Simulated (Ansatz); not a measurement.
The starting structures come from a database of crystals and need not be the phases stable at ambient conditions.

Input:

```yaml
crystal:
  lattice:
    - [6.17529, 0.00000, 0.00000]
    - [3.08765, 10.85094, -0.18163]
    - [3.08765, -0.82881, 2.97433]
  atoms:
    - { symbol: Sn, position: [0.87107, 0.12893, 0.62893] }
    - { symbol: Sn, position: [0.62893, 0.87107, 0.37107] }
    - { symbol: Pb, position: [0.37705, 0.62295, 0.12295] }
    - { symbol: Pb, position: [0.12295, 0.37705, 0.87705] }
    - { symbol: F, position: [0.66867, 0.33133, 0.83133] }
    - { symbol: F, position: [0.83133, 0.66867, 0.16867] }
    - { symbol: F, position: [0.00000, 0.50000, 0.50000] }
    - { symbol: F, position: [0.50000, 0.50000, 0.50000] }
    - { symbol: F, position: [0.80939, 0.19061, 0.19061] }
    - { symbol: F, position: [0.30939, 0.19061, 0.19061] }
    - { symbol: F, position: [0.69061, 0.80939, 0.80939] }
    - { symbol: F, position: [0.19061, 0.80939, 0.80939] }
```

Space group of this cell: P4/nmm. The cell was relaxed by PBE-D3(BJ); by r2SCAN its mean pressure is -2.5 GPa.

Transport runs along the normal of the first two printed cell vectors, the (111) plane of the conventional cell.

No gap correction and no spin-orbit coupling; mid-gap values are interpolated between computed energies.

Problem. Estimate the band gap and the smallest decay constant κ at mid-gap that Ansatz (a first-principles code) with r2SCAN returns for this system.

Solution. Gap 3.75 eV on a 10×10×10 mesh; κ = 0.334 1/Å, at the zone centre.
